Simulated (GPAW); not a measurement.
Band structure of MnPd (P4/mmm, 2 atoms in the cell).

```xyz
2
Lattice="3.0011 0.0000 0.0000 0.0000 3.0011 0.0000 0.0000 0.0000 3.3435" Properties=species:S:1:pos:R:3 pbc="T T T"
Mn     0.0000     0.0000     0.0000
Pd     1.5005     1.5005     1.6717
```
Moments meant for the start (each program seeds them in its own way; μB, in the order of the atoms Mn Pd): 4.0 0.0.

Level of theory: LDA (Perdew-Wang 92), GPAW PAW datasets LDA (gpaw-data 1.0.1) (plane waves; GPAW).

Settings: spinpol = true; mode = pw; ecut = 800 eV; xc = LDA; kpts = 9 9 8; mesh shift (steps) = 0 0 0; occupations.name = fermi-dirac; occupations.width = 0.1 eV; nbands = -10; convergence.density = 1e-05 e/electron; convergence.energy = 1e-05 eV/electron; symmetry.symmorphic = false; symmetry.tolerance = 0.0005; maxiter = 120.

The starting cell comes from a database of computed structures (which also holds hypothetical and non-ambient phases and stackings), without a prior relaxation at this level. The magnetic order is the one reached from the typed start; others were not searched systematically.

Levels in eV from the Fermi level, bands 15 to 21 of the first spin channel:
```tsv
point	15	16	17	18	19	20	21
Γ	-1.41	-0.78	-0.60	-0.60	5.44	8.77	8.77
X	-2.24	-2.23	-1.77	-0.23	0.11	12.67	12.83
M	-1.22	-0.33	-0.33	0.42	0.42	6.36	6.85
Z	-2.13	-1.99	-1.63	-1.19	-1.17	14.30	14.75
R	-1.30	-0.46	-0.46	-0.36	-0.17	5.34	5.75
A	-1.49	-1.29	-1.21	6.94	6.94	6.95	7.35
```

Bands cross the Fermi level along this path, so the cell is metallic at this level.

The net moment of the cell came out as 4.41 μB.
